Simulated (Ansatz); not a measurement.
**CsBr in the CsCl type structure (space group Pm-3m, No. 221)**

```xyz
2
Lattice="4.2420 0.0000 0.0000 0.0000 4.2420 0.0000 0.0000 0.0000 4.2420" Properties=species:S:1:pos:R:3 pbc="T T T"
Cs     0.0000     0.0000     0.0000
Br     2.1210     2.1210     2.1210
```

Level of theory: PBEsol (Ansatz, a first-principles code; PAW; 420 eV plane waves; spin-orbit coupling left out). Γ-centred 8×8×8 mesh, Fermi–Dirac width 0.05 eV.

```yaml
volume_per_atom: 38.17 Å³
density: 4.63 g/cm³
band_gap: 4.45 eV, direct at Γ
electron_mass: 0.29 mₑ
Lowest conduction-band minima above the VBM: Γ 4.45 eV; M along ⟨110⟩ 5.16 eV
total_energy: -4162.916 eV/atom (σ→0; compares only within this code and set-up)
```

Masses are band curvatures over ±0.01 Å⁻¹ around the edge. No phonon test of stability was made.
